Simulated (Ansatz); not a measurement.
What biaxial strain −3.68 %, plane normal [001], relaxed out of plane does to Al2O3

Base system: Al$_{2}$O$_{3}$ in the corundum structure (space group R-3c, No. 167; a = 4.7589 Å, c = 12.9952 Å (hexagonal axes)). Axes: x lies along a and z along c of the hexagonal cell.

Perturbation: compressive biaxial strain of 3.68 % in the plane normal to [001], as in epitaxy on a mismatched substrate; the out-of-plane cell vector and the atoms relax.

Method: r2SCAN, PAW, 500 eV (Ansatz, an electronic-structure program; spin-orbit coupling left out). k-mesh 8×8×8 (Γ-centred); smearing 0.05 eV (Fermi–Dirac).

The volume per atom shrinks by 0.471 Å³ to 8.02 Å³ and the shortest interatomic distance drops by 3.9 pm (185.6 pm → 181.7 pm). The energy increases by 47 meV/atom and the band gap increases by 0.66 eV (7.14 eV → 7.80 eV). The gap character remains direct at Γ and the width of the top valence band goes up by 0.107 eV to 0.75 eV. The electron mass changes from 0.41 mₑ along c, 0.38 mₑ across (at Γ) to 0.38 mₑ out of plane, 0.43 mₑ in plane (at Γ) and the valence-band top at Γ (three highest levels, from the VBM) goes from 0.00, -0.05, -0.05 eV to 0.00, 0.00, -0.49 eV. The out-of-plane strain comes out as +1.81 % and the ratio −ε⊥/ε∥ is 0.49. The mean in-plane stress (compression positive) is +25.3 GPa.

Final structure (turned so that z lies along the plane normal):

```
CELL_PARAMETERS angstrom
      4.58376     0.00000     0.00000
      2.29188     3.96966     0.00000
      2.29188    -1.32322     4.41007
ATOMIC_POSITIONS crystal
  Al 0.30038 0.34981 0.04943
  Al 0.69962 0.15019 0.45057
  Al 0.69962 0.65019 0.95057
  Al 0.30038 0.84981 0.54943
  O  0.80883 0.94117 0.75000
  O  0.50000 0.55883 0.75000
  O  0.19117 0.25000 0.75000
  O  0.19117 0.05883 0.25000
  O  0.50000 0.44117 0.25000
  O  0.80883 0.75000 0.25000
```

Masses are band curvatures over ±0.01 Å⁻¹ around the edge. Whether these cells are dynamically stable was not tested.
